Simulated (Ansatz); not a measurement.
Consider a periodic stack without vacuum, fluorite-type NiSi2 (0 0 1) on Si0.75Ge0.25, ordered (0 0 1), P on 1 of 2 substrate sites at each interface (film strained to the substrate, faces as cut): substrate slab Ge4Si16P2, film Ni8Si16, surface cells [[0, -1], [1, 0]] and [[0, -1], [2, 1]], film strained by +1.6 and +1.6 %, faces GeSi/GeSi and Si/Ni as cut (like faces can put a slab off its formula). Its start:

```xyz
46
Lattice="5.5326 0.0000 0.0564 0.0000 5.5328 -0.0425 2.1480 -2.5376 26.3915" Properties=species:S:1:pos:R:3 pbc="T T T"
Ge     5.3591     0.1538     3.1814
Si     2.5898     2.9214     3.1595
P      2.5849     0.1306     0.5371
Si     5.3544     2.9034     0.5052
Si     1.2485     1.5544     1.7732
Si     3.9320     4.2862     1.7842
Ge     5.3070     0.2112     8.7273
Si     2.5388     2.9799     8.6682
Si     3.9776     1.6032     4.5487
Si     1.2060     4.2799     4.5059
Ge     2.5930     0.1798     5.9201
Si     5.3546     2.9445     5.9368
Si     1.1890     1.6052     7.2823
Si     3.9551     4.3052     7.2897
P      5.0881     0.3018    14.2194
Si     2.3188     3.0874    14.1616
Si     3.8795     1.6454    10.0801
Si     1.1185     4.3206    10.0365
Ge     2.4402     0.2663    11.4648
Si     5.2094     3.0222    11.4666
Si     0.9760     1.6638    12.8251
Si     3.8075     4.4142    12.8360
Ni     6.1740    -1.0604    20.6747
Ni     3.3866     1.8448    20.6171
Ni     3.5315    -1.0163    18.0451
Ni     6.2880     1.6965    18.0630
Ni     6.0774    -1.0597    25.7284
Ni     3.3556     1.8159    25.6659
Ni     3.2966    -0.9071    23.1072
Ni     6.0584     1.7233    23.1146
Si     2.0932     0.3197    19.2756
Si     4.8618     3.0925    19.2488
Si     4.8522     0.3815    19.2908
Si     2.0957     3.1446    19.1768
Si     3.6470     1.7031    15.5166
Si     0.8914     4.4555    15.4668
Si     2.1981     0.3819    16.8271
Si     4.9691     3.1413    16.8421
Si     7.4476     0.4175    24.5126
Si     4.6869    -2.3427    24.4382
Si     4.7295     0.3797    24.5056
Si     7.4879    -2.3889    24.5057
Si     4.7422     0.3770    21.8306
Si     7.5033    -2.3979    21.9824
Si     7.5228     0.4164    21.8447
Si     4.7465    -2.3381    21.9440
```

The start was prepared with a machine-learned potential, and the result is one local minimum, with the in-plane cell held and forces under 0.04 eV/Å; the film can end far from its bulk form.

Calculation: PBE (plane waves to 420 eV, PAW; Ansatz, a quantum-chemistry and plane-wave program). No spin–orbit coupling; the runs are not spin-polarised; PBE gaps are too small against experiment. Its k-point mesh 5×5×1, Fermi–Dirac width 0.05 eV.

Question: Predict the relaxed interface.

Answer: 
| Quantity | Value |
|---|---|
| interface area | 30.6 Å² |
| period | 26.72 Å |
| gaps between the outermost planes at the two interfaces | 1.36 and 1.29 Å |
| P–Si contacts across the interfaces within 1.22 times the sum of covalent radii | 3, mean 2.46 Å |
| Si–Si contacts across the interfaces within 1.22 times the sum of covalent radii | 3, mean 2.42 Å |
| Ni–P contacts across the interfaces within 1.22 times the sum of covalent radii | 2, mean 2.32 Å |
| Ni–Si contacts across the interfaces within 1.22 times the sum of covalent radii | 2, mean 2.38 Å |
| estimate of the barrier | withheld, since the two interfaces are unlike |
| slope of the mean potential energy in the substrate | -4.2 MV/cm × e |
